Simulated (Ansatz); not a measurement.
Cu2ZnSnSe4 (I-4, No. 82, 8 atoms in the cell; start mp-1078918; a measured phase of this formula has another space group) was calculated with HSE06 (Ansatz, a program for electronic structure, PAW).

Run with plane-wave cutoff 460 eV, 6×6×6 k mesh, Fermi–Dirac smearing 0.01 eV, no spin polarisation, scalar-relativistic PAW data made under PBE.

Cell (relaxed with PBEsol):

```
Cu2SnZnSe4
1.0
   -2.83010     2.83010     5.65612
    2.83010    -2.83010     5.65612
    2.83010     2.83010    -5.65612
Zn Cu Sn Se
1 2 1 4
Direct
  0.75000   0.25000   0.50000
  0.25000   0.75000   0.50000
  0.00000   0.00000   0.00000
  0.50000   0.50000   0.00000
  0.63006   0.64003   0.53150
  0.35997   0.89147   0.99002
  0.10853   0.09855   0.46850
  0.90145   0.36994   0.00998
```

Estimate the band gap that the calculation returns.


band gap: 0.74 eV (on the SCF k mesh)

Note: cell and atoms aren't relaxed at this level (largest force component 0.44 eV/Å, pressure 1.8 GPa).

Spin–orbit coupling is not included.

A start named mp-… is a Materials Project structure, which need not be a measured phase.
